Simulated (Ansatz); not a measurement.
# A computed series for Pd: response to strain

Base system: Pd in the fcc (Cu type) structure (space group Fm-3m, No. 225; relaxed with 0.1 eV smearing).

```
Pd
1.0
    0.00000     1.93875     1.93875
    1.93875     0.00000     1.93875
    1.93875     1.93875     0.00000
Pd
1
Direct
  0.00000   0.00000   0.00000
```

Cartesian axes are those of the cell as printed.

Strains are applied to the cell and any free atomic positions relax; under biaxial strain the out-of-plane vector relaxes too.

Calculations: Ansatz (a quantum-chemistry and plane-wave program), PBEsol, PAW, cutoff 420 eV, scalar-relativistic without spin-orbit coupling, earlier PAW set.

Candidates:
(a) isotropic strain +4.47 %
(b) biaxial strain −0.80 %, plane normal [110], relaxed out of plane
(c) isotropic strain +4.76 %
(d) tensor shear ε_yz = −0.60 %
(e) biaxial strain +2.47 %, plane normal [001], relaxed out of plane

Notes on the quantities. energy relative to the base: free energy F.

Problem. Order them by energy relative to the base, highest first.

Solution. (c) isotropic strain +4.76 % (+153 meV/atom), (a) isotropic strain +4.47 % (+137 meV/atom), (e) biaxial strain +2.47 %, plane normal [001], relaxed out of plane (+7.6 meV/atom), (b) biaxial strain −0.80 %, plane normal [110], relaxed out of plane (+1.7 meV/atom), (d) tensor shear ε_yz = −0.60 % (+0.6 meV/atom)

No phonon test of stability was made. All final runs are without spin polarisation. Pd lies near a magnetic instability that expansion can trigger; it was not tested.
